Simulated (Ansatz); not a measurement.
System: Ti₂P (model structure, started from the Ca2N type, R-3m, No. 166, 3 atoms in the cell). Method: r²SCAN in Ansatz (PAW).

Settings: plane-wave cutoff 560 eV, 18×18×18 k mesh, Fermi–Dirac smearing 0.05 eV, no spin polarisation, scalar-relativistic PAW data made under PBE.

Cell (relaxed at this level):

Space group R-3m, hexagonal axes (No. 166); a = b = 3.5919 Å, c = 13.2626 Å, α = β = 90.00°, γ = 120.00°

```json
[
 {"atom": "Ti", "site": "6c", "symmetry": "3m", "x": "0.0000", "y": "0.0000", "z": "0.2420"},
 {"atom": "P", "site": "3a", "symmetry": "-3m", "x": "0.0000", "y": "0.0000", "z": "0.0000"}
]
```
(The calculation used a cell of 3 atoms; values per cell refer to that cell.)

Task: Estimate the bulk modulus B0 that the calculation returns.

Result: 
* **bulk modulus B0**: 118 GPa

Note: the run has no spin polarisation, so it can have missed a magnetic state; the bulk modulus is −V dP/dV from two relaxed cells at ±2 % in volume; the relaxation could raise the start's symmetry but not lower it, so the cell can be a saddle point.

Computed values are for the static lattice.

The result took very roughly 29 core-minutes.

A model structure was made by putting elements into a prototype or built by hand; it is no filed structure, need not be a known phase, and can be a saddle point held by its symmetry.

Ansatz is a program for electronic structure.
